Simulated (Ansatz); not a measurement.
Structures of equal composition on the (000-1) surface of 4H silicon carbide (C plane on top): (√3x√3)R30° Al adatom at H3; (√3x√3)R30° Al adatom at T4. The slabs share one bottom face, and each structure is named by its start. These are constructed structures in small cells; real faces may alloy, dewet or reconstruct in larger ones, and not all known structures of the face are among them. Slabs of about 11 Å with all that they carry, Fermi-Dirac smearing of 0.025 eV. Bottom of the slabs: H caps. Relaxed from the named starts with such symmetry as they have, on meshes of like density; energies extrapolated to zero smearing; no spin-orbit coupling, no U. Spin-polarised runs, if any, are marked in brackets, and their order is one that fits the cell; the others ran without spin. Where a second, spin-polarised start was run, the lower counts.

Host crystal: 4H silicon carbide, with a band gap (PBE, scalar-relativistic without spin-orbit coupling).

These are r2SCAN, at the PBE geometry (plane waves to 500 eV, PAW; Ansatz, an electronic-structure program) values and carry that method's errors.

### Question
Order them by energy per 1x1 cell (lowest first) at the level r2SCAN, at the PBE geometry.

### Answer
(√3x√3)R30° Al adatom at H3 (0.000 eV, gap 1.64 eV on the mesh), (√3x√3)R30° Al adatom at T4 (0.306 eV, gap 1.01 eV on the mesh)
